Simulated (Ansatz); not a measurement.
Worked example: self-consistent single point of Sr₂Mg (I4mm, 3 atoms in the cell) in Ansatz (a first-principles code).

Computed with PBEsol, default PAW files made with PBE (plane waves; Ansatz).

```xyz
3
Lattice="-2.1288 2.1288 7.2837 2.1288 -2.1288 7.2837 2.1288 2.1288 -7.2837" Properties=species:S:1:pos:R:3 pbc="T T T"
Sr     0.0000     0.0000     5.2656
Sr     0.0000     0.0000     9.3519
Mg     0.0000     0.0000     0.0000
```

Reference input (self-consistent single point, DFT, PBEsol, plane waves, default PAW files made with PBE): basis.ecutwfc = 420 eV; kpoints.mp_grid.grid = 9 9 9; hamiltonian.xc = pbesol; hamiltonian.pseudopotentials = {kind: paw} (the program's default PAW files); scf.occupations.method = gaussian; scf.occupations.width = 0.1 eV. This run's input differs from it in these lines:

Ansatz 0.2 input:
```diff
@@ -13,3 +13,3 @@
 kpoints:
-  mp_grid: { grid: [9, 9, 9] }
+  mp_grid: { grid: [12, 12, 12] }
 hamiltonian:
@@ -18,3 +18,3 @@
 scf:
-  occupations: { method: gaussian, width: 0.1 }
+  occupations: { method: gaussian, width: 0.05 }
 output:
```

Output, abridged:

```
SCF iter   1: F=—  HF=-8896.557102 eV  |F-HF|=—  |Δ(HF+E_count)|=         —  Δρ=1.54e-3  dr2=4.10e-3  ethr=1.77e-3  ⟨swp⟩=8.8  Hψ=19292  notcnv=0
all-band conjugate gradients solve this SCF's bands
preconditioner: auto → Kerker (q_TF=auto, 2.131 Å⁻¹)
SCF iter   2: F=—  HF=-8896.557014 eV  |F-HF|=—  |Δ(HF+E_count)|=   8.89e-5  Δρ=7.85e-4  dr2=1.65e-3  ethr=1.37e-5  ⟨swp⟩=2.5  Hψ=6865  notcnv=0  defer=1
SCF iter   3: F=—  HF=-8896.556741 eV  |F-HF|=—  |Δ(HF+E_count)|=   2.73e-4  Δρ=2.57e-4  dr2=1.33e-4  ethr=5.50e-6  ⟨swp⟩=2.2  Hψ=5319  notcnv=0  defer=1
SCF iter   4: F=—  HF=-8896.556707 eV  |F-HF|=—  |Δ(HF+E_count)|=   3.36e-5  Δρ=8.71e-5  dr2=9.53e-6  ethr=4.45e-7  ⟨swp⟩=2.0  Hψ=5017  notcnv=0  defer=1
SCF iter   5: F=—  HF=-8896.556678 eV  |F-HF|=—  |Δ(HF+E_count)|=   2.94e-5  Δρ=2.00e-5  dr2=6.81e-7  ethr=3.18e-8  ⟨swp⟩=2.0  Hψ=5524  notcnv=0  defer=1
SCF iter   6: F=-8896.556678 eV  HF=-8896.556678 eV  |F-HF|=5.71e-9  |Δ(HF+E_count)|=   1.72e-7  Δρ=4.28e-6  dr2=3.29e-8  ethr=3.33e-10  ⟨swp⟩=7.7  Hψ=17174  notcnv=0
SCF 1 converged in 6 iterations: F = -8896.556678 eV  dr2 = 3.29e-8
Free energy (F): -8896.556678 eV
Internal energy: -8896.552644 eV  (E = F + TS)
E sigma→0 (E₀):  -8896.554661 eV
Entropy (-TS):   -0.004034 eV (-1.345 meV/atom)
Fermi energy:    4.944940 eV
--- Forces (eV/Å), atoms counted from 1 ---
  atom   1  Sr    -0.00000000     0.00000000    -0.06971602
  atom   2  Sr     0.00000000    -0.00000000     0.03359117
  atom   3  Mg    -0.00000000    -0.00000000     0.03612528
--- Stress (GPa, compression-positive) ---
       -1.133601       0.000000      -0.000000
        0.000000      -1.133601      -0.000000
       -0.000000       0.000000      -1.004740
  P = ⅓ Tr σ = -1.0906 GPa (-10.906 kbar)
  The stress holds the Pulay correction. Without it, at fixed plane waves, as pw.x and ABINIT print it: P = -1.0929 GPa
```

The run converged in 6 iterations. Against the reference run the free energy goes up by 3.6 meV/atom, the pressure moves little (-1.07 to -1.09 GPa) and the largest force goes from 0.083 to 0.070 eV/Å.

The starting cell comes from a database of computed structures (which also holds hypothetical and non-ambient phases and stackings), without a prior relaxation at this level. Its lattice was rescaled by up to half a per cent. One atom was moved a little off its site on purpose. Ansatz's pressure includes its estimate of the finite-basis (Pulay) stress.

Cost on one core of a shared machine: roughly 30 s.
